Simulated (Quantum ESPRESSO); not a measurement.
A self-consistent single point of CrFe3 (Pm-3m, 4 atoms in the cell) with Quantum ESPRESSO.

Computed with LDA (PZ), GBRV 1.5 ultrasoft (LDA) pseudopotentials (plane waves; Quantum ESPRESSO).

The change in words: lattice scaled by 0.98. Reference geometry:
```xyz
4
Lattice="3.4788 0.0000 0.0000 0.0000 3.4788 0.0000 0.0000 0.0000 3.4788" Properties=species:S:1:pos:R:3 pbc="T T T"
Cr     0.0000     0.0000     0.0000
Fe     0.0000     1.7394     1.7394
Fe     1.7394     0.0000     1.7394
Fe     1.7394     1.7394     0.0000
```
Moments meant for the start (each program seeds them in its own way; μB, in the order of the atoms Cr Fe Fe Fe): 3.0 4.0 4.0 4.0.

Reference input (self-consistent single point, DFT, LDA (PZ), plane waves, GBRV 1.5 ultrasoft (LDA) pseudopotentials): ecutwfc = 50 Ry; ecutrho = 400 Ry; occupations = smearing; smearing = fd; degauss = 0.0073499 Ry; nspin = 2; potentials = {Cr: cr_lda_v1.5.uspp.F.UPF, Fe: fe_lda_v1.5.uspp.F.UPF}; K_POINTS = automatic 9 9 9 0 0 0; conv_thr = 1e-11 Ry; mixing_beta = 0.4. This run's input differs from it in these lines:

```diff
@@ -11,3 +11,3 @@
    ibrav = 1
-   A = 3.478850000
+   A = 3.409273000
    nat = 4
```

The program printed (abridged):

```
     Self-consistent Calculation

     iteration #  1     ecut=    50.00 Ry     beta= 0.40

---- Real-time Memory Report at c_bands before calling an iterative solver
           163 MiB given to the printing process from OS
            99 MiB allocation reported by mallinfo(arena+hblkhd)
------------------

     negative rho (up, down):  3.830E-04 4.404E-04

     total energy              =    -923.62868246 Ry
     estimated scf accuracy    <       9.45665027 Ry

     total magnetization       =     5.29 Bohr mag/cell
     absolute magnetization    =     5.41 Bohr mag/cell

     iteration #  2     ecut=    50.00 Ry     beta= 0.40

   [... lines left out ...]

     iteration # 37     ecut=    50.00 Ry     beta= 0.40

---- Real-time Memory Report at c_bands before calling an iterative solver
           244 MiB given to the printing process from OS
           120 MiB allocation reported by mallinfo(arena+hblkhd)
------------------

     negative rho (up, down):  3.520E-04 3.520E-04

     Magnetic moment per site  (integrated on atomic sphere of radius R)
     atom   1 (R=0.292)  charge= 12.1690  magn=  0.0000
     atom   2 (R=0.292)  charge= 14.5165  magn= -0.0000
     atom   3 (R=0.292)  charge= 14.5165  magn= -0.0000
     atom   4 (R=0.292)  charge= 14.5165  magn= -0.0000
     End of self-consistent calculation

     the Fermi energy is    21.3746 ev

!    total energy              =    -926.44045397 Ry
     estimated scf accuracy    <          5.4E-13 Ry
     smearing contrib. (-TS)   =      -0.01233828 Ry
     internal energy E=F+TS    =    -926.42811569 Ry

     total magnetization       =    -0.00 Bohr mag/cell
     absolute magnetization    =     0.00 Bohr mag/cell

     convergence has been achieved in  37 iterations

     negative rho (up, down):  3.520E-04 3.520E-04

     Forces acting on atoms (cartesian axes, Ry/au):

     atom    1 type  1   force =     0.00000000    0.00000000    0.00000000
   [... zero for the other atoms too ...]

     Total force =     0.000000     Total SCF correction =     0.000000

     negative rho (up, down):  3.520E-04 3.520E-04
          total   stress  (Ry/bohr**3)                   (kbar)     P=        1.08
   0.00000735   0.00000000   0.00000000            1.08        0.00        0.00
   0.00000000   0.00000735   0.00000000            0.00        1.08        0.00
   0.00000000   0.00000000   0.00000735            0.00        0.00        1.08

   JOB DONE.
```

The run converged in 37 iterations. Against the reference run the free energy falls by 27.4 meV/atom, the pressure goes from -13.67 to 0.11 GPa and the size of the net moment goes from 0.41 to 0.00 μB/atom.

The starting cell comes from a database of computed structures (which also holds hypothetical and non-ambient phases and stackings), without a prior relaxation at this level. Its lattice was rescaled by a random factor within 2.5 % of one. For this run, on top of that: lattice scaled by 0.98. The starting moments vanished: the run ended non-magnetic, which need not be the lowest state.

Cost on one core of a shared machine: roughly 3 min.
